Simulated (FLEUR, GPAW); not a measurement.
A FLEUR input for a self-consistent single point of GaCu3 (P6_3/mmc, 8 atoms in the cell) (DFT, LDA (Perdew-Zunger), all-electron FLAPW (FLEUR), scalar-relativistic valence):

Input of the input generator:

```
GaCu3 crystal
&input film=f /
5.1573901402 -0.0000000325 0.0000000000
-2.5786950419 4.4664308949 0.0000000000
0.0000000000 0.0000000000 4.2012400000
1.8897261246
1.0 1.0 1.0

8
31 0.3333333333 0.6666666667 0.7500000000
31 0.6666666667 0.3333333333 0.2500000000
29 0.1653850000 0.3307700000 0.2500000000
29 0.8346150000 0.6692300000 0.7500000000
29 0.8346150000 0.1653850000 0.7500000000
29 0.1653850000 0.8346150000 0.2500000000
29 0.6692300000 0.8346150000 0.2500000000
29 0.3307700000 0.1653850000 0.7500000000

&comp jspins=1 /
&exco xctyp='pz' /
&kpt div1=5 div2=5 div3=5 /
&end /
```

```xml
<?xml version="1.0" encoding="UTF-8" standalone="no"?>
<fleurInput fleurInputVersion="0.39">
   <comment>
      GaCu3 crystal                                                                                       
   </comment>
   <calculationSetup>
      <cutoffs Kmax="3.5" Gmax="12.2" GmaxXC="12.2" numbands="0"/>
      <scfLoop itmax="60" minDistance="0.00001" maxIterBroyd="15" imix="Anderson" alpha="0.05" precondParam="0.0" spinf="2.0"/>
      <coreElectrons ctail="T" frcor="F" kcrel="0" coretail_lmax="0"/>
      <xcFunctional name="pz" relativisticCorrections="F"/>
      <magnetism jspins="1"/>
      <soc l_soc="F" theta="0.0" phi="0.0" spav="F"/>
      <expertModes spex="0" secvar="F"/>
      <geometryOptimization l_f="T" forcealpha="1.0" forcemix="BFGS" epsdisp="0.00001" epsforce="0.00001"/>
      <ldaU l_linMix="F" mixParam="0.05" spinf="1.0"/>
   </calculationSetup>
   <cell>
      <bzIntegration valenceElectrons="92.0" mode="gauss" fermiSmearingEnergy="0.00367493">
         <kPointListSelection listName="default-1"/>
         <!-- k-points included here -->
         <xi:include xmlns:xi="http://www.w3.org/2001/XInclude" href="kpts.xml"> </xi:include>
      </bzIntegration>
      <!-- symmetry operations included here -->
      <xi:include xmlns:xi="http://www.w3.org/2001/XInclude" href="sym.xml"> </xi:include>
      <bulkLattice scale="1.0">
         <bravaisMatrix>
            <row-1>    9.7460548826903963    -0.0000000614160990     0.0000000000000000</row-1>
            <row-2>   -4.8730273880549211     8.4403311458130865     0.0000000000000000</row-2>
            <row-3>    0.0000000000000000     0.0000000000000000     7.9391929837145039</row-3>
         </bravaisMatrix>
      </bulkLattice>
   </cell>
   <atomSpecies>
      <species name="Gallium (Ga)" element="Ga" atomicNumber="31">
         <mtSphere radius="2.29" gridPoints="791" logIncrement="0.016"/>
         <atomicCutoffs lmax="8" lnonsphr="6"/>
         <electronConfig flipSpins="F">
            <coreConfig>(1s1/2) (2s1/2) (2p1/2) (2p3/2) (3s1/2) (3p1/2) (3p3/2)</coreConfig>
            <valenceConfig>(4s1/2) (3d3/2) (3d5/2) (4p1/2) (4p3/2)</valenceConfig>
            <stateOccupation state="(4p1/2)" spinUp="0.1666666666667" spinDown="0.1666666666667"/>
            <stateOccupation state="(4p3/2)" spinUp="0.3333333333333" spinDown="0.3333333333333"/>
         </electronConfig>
         <energyParameters s="4" p="4" d="3" f="4"/>
      </species>
      <species name="Copper (Cu)" element="Cu" atomicNumber="29">
         <mtSphere radius="2.26" gridPoints="781" logIncrement="0.016"/>
         <atomicCutoffs lmax="8" lnonsphr="6"/>
         <electronConfig flipSpins="F">
            <coreConfig>(1s1/2) (2s1/2) (2p1/2) (2p3/2) (3s1/2) (3p1/2) (3p3/2)</coreConfig>
            <valenceConfig>(4s1/2) (3d3/2) (3d5/2)</valenceConfig>
            <stateOccupation state="(4s1/2)" spinUp="0.5" spinDown="0.5"/>
         </electronConfig>
         <energyParameters s="4" p="4" d="3" f="4"/>
      </species>
   </atomSpecies>
   <atomGroups>
      <atomGroup species="Gallium (Ga)">
         <relPos label="                   1">1.000/3.000 -1.000/3.000 -1.000/4.000</relPos>
         <relPos label="                   2">-1.000/3.000 1.000/3.000 1.000/4.000</relPos>
         <force calculate="T" relaxXYZ="TTT"/>
      </atomGroup>
      <atomGroup species="Copper (Cu)">
         <relPos label="                   3">.1653850000 .3307700000 1.000/4.000</relPos>
         <relPos label="                   4">-.1653850000 -.3307700000 -1.000/4.000</relPos>
         <relPos label="                   5">-.1653850000 .1653850000 -1.000/4.000</relPos>
         <relPos label="                   6">.1653850000 -.1653850000 1.000/4.000</relPos>
         <relPos label="                   7">-.3307700000 -.1653850000 1.000/4.000</relPos>
         <relPos label="                   8">.3307700000 .1653850000 -1.000/4.000</relPos>
         <force calculate="T" relaxXYZ="TTT"/>
      </atomGroup>
   </atomGroups>
   <output dos="F" band="F" slice="F">
      <checks vchk="F" cdinf="F"/>
      <bandDOS minEnergy="-.5*Htr" maxEnergy="0.5*Htr" sigma="0.015" storeEVData="T"/>
      <vacuumDOS vacdos="F" integ="F" star="F" nstars="0" locx1="0.0" locy1="0.0" locx2="0.0" locy2="0.0" nstm="0" tworkf="0.0"/>
      <unfoldingBand unfoldBand="F" supercellX="1" supercellY="1" supercellZ="1"/>
      <plotting iplot="0" polar="F">
         <plot TwoD="T" vec1="  1.0  0.0  0.0" vec2="  0.0  1.0  0.0" vec3="  0.0  0.0  1.0" zero="  0.0  0.0  0.0" file="plot"/>
      </plotting>
      <chargeDensitySlicing numkpt="0" minEigenval="0.0" maxEigenval="0.0" nnne="0" pallst="F"/>
      <specialOutput eonly="F"/>
      <magneticCircularDichroism mcd="F" energyLo="-10.0" energyUp="0.0"/>
   </output>
  <!-- We include the file relax.xml here to enable relaxations (see documentation) -->
  <xi:include xmlns:xi="http://www.w3.org/2001/XInclude" href="relax.xml"> <xi:fallback/> </xi:include>
</fleurInput>
```

### Question
Write the same calculation as an input for GPAW.

### Answer
One input that does it (others would too):

```python
from ase import Atoms
from ase.units import GPa
from gpaw import GPAW

atoms = Atoms(['Ga', 'Ga', 'Cu', 'Cu', 'Cu', 'Cu', 'Cu', 'Cu'],
              cell=[[5.157390, 0.000000, 0.000000],
                    [-2.578695, 4.466431, 0.000000],
                    [0.000000, 0.000000, 4.201240]],
              positions=[[-0.000003, 2.977622, 3.150930],
                         [2.578698, 1.488809, 1.050310],
                         [-0.000000, 1.477361, 1.050310],
                         [2.578695, 2.989070, 3.150930],
                         [3.877958, 0.738681, 3.150930],
                         [-1.299263, 3.727750, 1.050310],
                         [1.299263, 3.727750, 1.050310],
                         [1.279432, 0.738681, 3.150930]],
              pbc=True)

calc = GPAW(mode={'name': 'pw', 'ecut': 850},
            xc='LDA',
            kpts=(5, 5, 5),
            occupations={'name': 'methfessel-paxton', 'width': 0.1, 'order': 0},
            nbands=-14,
            symmetry={'symmorphic': False, 'tolerance': 0.0005},
            maxiter=100,
            txt='-')

atoms.calc = calc

energy = atoms.get_potential_energy()
print('Energy (eV):', round(energy, 6))
forces = atoms.get_forces()
print('Forces (eV/Ang):')
print(forces.round(5))
stress = atoms.get_stress()
print('Stress (GPa, Voigt):', (stress / GPa).round(4))
```

Basis settings and potentials, where a program has them, do not carry over. This input uses DFT LDA (Perdew-Wang 92), plane waves, GPAW PAW datasets LDA (gpaw-data 1.0.1). LDA parametrisations can differ slightly between programs.

The starting cell comes from a database of computed structures (which also holds hypothetical and non-ambient phases and stackings), without a prior relaxation at this level.
